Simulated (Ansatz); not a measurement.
ZrCu5 (space group F-43m, No. 216)

```
CELL_PARAMETERS angstrom
      0.00000     3.39430     3.39430
      3.39430     0.00000     3.39430
      3.39430     3.39430     0.00000
ATOMIC_POSITIONS crystal
  Zr 0.00000 0.00000 0.00000
  Cu 0.25000 0.25000 0.25000
  Cu 0.62422 0.62422 0.62422
  Cu 0.62422 0.62422 0.12735
  Cu 0.62422 0.12735 0.62422
  Cu 0.12735 0.62422 0.62422
```

Computed with Kohn–Sham DFT with the PBEsol functional, run in Ansatz (an electronic-structure program) with PAW and 420 eV plane waves, no SOC. Γ-centred 12×12×12 mesh, Fermi–Dirac width 0.05 eV.

* **Volume per atom**: 13.04 Å³
* **Density**: 8.68 g/cm³
* **Band gap**: zero
* **Total energy**: -6178.890 eV/atom (σ→0; compares only within this code and set-up)

Stability against distortions was not tested. All final runs are without spin polarisation.
